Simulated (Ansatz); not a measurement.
# AlN: response to strain

The reference is AlN in the zinc blende structure (space group F-43m, No. 216).

```yaml
crystal:
  lattice:
    - [0.00000, 2.18488, 2.18488]
    - [2.18488, 0.00000, 2.18488]
    - [2.18488, 2.18488, 0.00000]
  atoms:
    - { symbol: Al, position: [0.00000, 0.00000, 0.00000] }
    - { symbol: N, position: [0.25000, 0.25000, 0.25000] }
```

Cartesian axes are those of the cell as printed.

Strains are applied to the cell and any free atomic positions relax; under biaxial strain the out-of-plane vector relaxes too.

All numbers come from Ansatz (a program for electronic structure) r2SCAN, no SOC.

```tsv
change	out-of-plane strain	band gap	smallest direct gap	gap character
base	–	3.94 eV	4.84 eV	–
biaxial strain −3.00 %, plane normal [001], relaxed out of plane	+2.94 %	3.76 eV	5.02 eV	indirect, S₀–Γ (75 % along) → X
biaxial strain −2.50 %, plane normal [001], relaxed out of plane	+2.47 %	3.79 eV	4.99 eV	indirect, S₀–Γ (75 % along) → X
biaxial strain −2.00 %, plane normal [001], relaxed out of plane	+2.00 %	3.82 eV	4.96 eV	indirect, S₀–Γ (75 % along) → X
biaxial strain −1.50 %, plane normal [001], relaxed out of plane	+1.52 %	3.85 eV	4.93 eV	indirect, k = (0, 0.154, -0.077) in the run's primitive reciprocal basis → X
biaxial strain −1.00 %, plane normal [001], relaxed out of plane	+1.02 %	3.88 eV	4.90 eV	indirect, Γ → X
biaxial strain −0.50 %, plane normal [001], relaxed out of plane	+0.52 %	3.91 eV	4.87 eV	indirect, Γ → X
```

No phonon test of stability was made. This is not the structure that AlN has at room temperature and ambient pressure. Labels are those of the standard path for the cell's own space group.
